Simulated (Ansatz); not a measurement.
Nb: energy against strain

Nb (bcc, Im-3m, 17.139 Å³/atom and stress up to 0.01 GPa in the relaxed cell, cube axes along x, y and z) under a strain ε along a cube axis (axis z), the other axes held. LDA in Ansatz, a plane-wave DFT program (PAW, default set), 420 eV, 28×28×28 Γ-centred mesh, Fermi-Dirac smearing 0.10 eV.

Here s stands for strain and y for E less E0.

| strain (%) | E less E0 (meV/atom) |
|---|---|
| -3.00 | ? |
| -1.50 | 2.91 |
| -1.00 | 1.19 |
| -0.50 | 0.22 |
| 0.00 | 0.00 |
| 0.50 | 0.51 |
| 1.00 | 1.74 |
| 1.50 | 3.67 |

The 7 complete rows are fitted with a parabola, y against s. Least squares gives y = 0.000 + 0.2621·s + 1.4624·s². Residuals (row less fit): 0.013, -0.010, -0.015, 0.000, 0.013, 0.016, -0.014; standard error 0.016 (degrees of freedom: 4). Twice the quadratic coefficient over the volume, 2 × 1.4624 meV × 10⁴ × 0.1602 / 17.139 Å³, is the elastic constant C11 = about 270 GPa.

**Question.** What does the fit predict for y at s = -3.00, and how far is the calculated value from it?

**Answer.** y = 0.000 + 0.2621 × (-3.0) + 1.4624 × (-3.0)² = 12.375 meV/atom. The calculation gives 12.67 meV/atom, 0.295 meV/atom above the prediction (2.3 % of the range of y in the table). The row lies outside the fitted rows, so this is an extrapolation. From the scatter of the fitted rows alone, a prediction at this place has a standard error of 0.063 meV/atom, so the miss is 4.7 times that.

A polynomial of degree 3 through the 12 other runs of the series gives 12.72 there, so most of the miss is curvature that the fit leaves out. In a metal these values are sensitive to mesh and smearing; energies are taken to zero smearing, stresses follow the free energy. The runs aren't spin-polarised. Rows are the converged runs of the series near zero and its far end; series whose fitted rows scatter by over a few per cent of the range, as at a crossing or softening among them, aren't shown in this form, nor equations of state whose B0' disagrees with the runs' pressures. Most that stay on the fit to the last digits aren't either.
